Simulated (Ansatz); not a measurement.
Base system: SiC in the wurtzite structure (space group P6_3mc, No. 186; a = 3.092 Å, c = 5.074 Å).

(Cell as relaxed with PBE.)

Levels (all Ansatz, a quantum-chemistry and plane-wave program, PAW, earlier PAW set): PBE (420 eV, no spin-orbit coupling); r2SCAN (500 eV, no spin-orbit coupling).

Each level relaxes its own structure.

| base | PBE | r2SCAN |
|---|---|---|
| volume per atom | 10.50 Å³ | 10.34 Å³ |
| lattice parameter a | 3.092 Å | 3.075 Å |
| band gap | 2.31 eV | 2.65 eV |

Now apply this change: a hydrostatic pressure of 3 GPa.

| quantity | PBE | r2SCAN |
|---|---|---|
| lattice parameter a | 3.078 Å | 3.062 Å |
| smallest direct gap | 3.97 eV | 4.51 eV |
| band gap | 2.28 eV | 2.63 eV |

PBE's lattice parameter a lies 0.016 Å above r2SCAN's (0.5 %); PBE's smallest direct gap lies 0.534 eV below r2SCAN's; PBE's band gap lies 0.35 eV below r2SCAN's. Neither level is exact; r2SCAN is the comparison here, not a measurement.

Load acts through the strain it causes; cell and atoms are relaxed under it. No phonon test of stability was made.
